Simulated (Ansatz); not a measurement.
MgO under load (space group I4/mmm), r2SCAN, rigid bands (Ansatz, a quantum-chemistry and plane-wave program). Condition of this run: uniaxial stress zz = -2 GPa (compression positive) (the target of the relaxation). Band gap 5.63 eV, N_c = 5.55e18 cm⁻³ and N_v = 1.88e20 cm⁻³ at 300 K, conductivity masses along z (a = (0.00, 2.10, 2.12) Å; b = (2.10, 0.00, 2.12) Å; c = (2.10, 2.10, 0.00) Å) of 0.367 mₑ (electrons) and 2.29 mₑ (holes). Take k_BT = 0.02585 eV.

Task: What thermal injection velocity √(2k_BT/πm) limits a ballistic channel along the direction named?

Result: 8.88e6 cm/s for electrons and 3.56e6 cm/s for holes, a ratio of √(m_h/m_e) = 2.50, for dilute carriers.

Task: Find the intrinsic carrier density and the intrinsic Fermi level.

Result: n_i = √(N_c N_v) exp(−E_g/2k_BT) = 3.23e19 × exp(−108.89) = 1.7e-28 cm⁻³. The level lies (k_BT/2) ln(N_v/N_c) = 46 meV from mid-gap (positive towards the conduction band). Each 0.1 eV added to the gap lowers n_i by a factor of 6.9.

Task: A film of it is 2 nm thick, with its normal along the direction named. Estimate the confinement energies in an infinite well.

Result: ħ²π²/(2m t²) = 0.376 eV·nm²/(m/mₑ × t²) gives 256 meV for electrons and 41.1 meV for holes, so the gap would widen to about 5.93 eV. Finite barriers and nonparabolic bands lower this, and with several valleys or bands the heaviest mass along the normal sets the lowest level, not this average.

Rigid bands with the computed gap; masses take one relaxation time for all states. Spin-orbit coupling is left out.
